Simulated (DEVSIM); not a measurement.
Structure: Al/Al2O3/p-Ge capacitor, at 300 K.

```csv
layer (left to right),material,thickness (nm),Na (cm⁻³)
1,Al2O3,11.0,-
2,Ge,13000,2.1e15
```

Metal gate on the left, work function 4.1 eV. Fixed charge at the semiconductor interface -1.9e11 cm⁻² (in units of +e); no interface traps.

Constants are typed, rounded textbook-type inputs, not results; the design itself was drawn at random and stands for no fabricated device. Values at 300 K; Nc and Nv go as T^1.5, mobilities as T to minus their exponent, the gap by Varshni's rule with the affinity fixed.

```tsv
parameter	Al2O3	Ge
gap (eV)	6.8	0.664
affinity (eV)	1.35	4
permittivity	9	16
Nc (cm⁻³)	-	1.04e19
Nv (cm⁻³)	-	6e18
Varshni α (eV/K)	-	0.000477
Varshni β (K)	-	235
```

DEVSIM, 1D Poisson equation in equilibrium, Boltzmann statistics, complete ionisation; no quantum confinement or tunnelling. Metal contacts follow the ideal Schottky-Mott rule: no Fermi-level pinning, no interface dipoles.

The temperature was swept, all else fixed.

```csv
temperature (K),minimum of the low-frequency capacitance (μF/cm²),flat-band voltage (V),threshold voltage (band bending 2φF) (V)
250,0.0311,-0.38,-0.01
300,0.0419,-0.32,-0.06
350,0.0638,-0.26,-0.11
400,0.118,-0.20,-0.15
450,0.197,-0.18,-0.16
500,0.281,-0.16,-0.16
```

From the first row to the last the minimum of the low-frequency capacitance goes from 0.0311 to 0.281. From the first row to the last the flat-band voltage goes from -0.38 to -0.16.
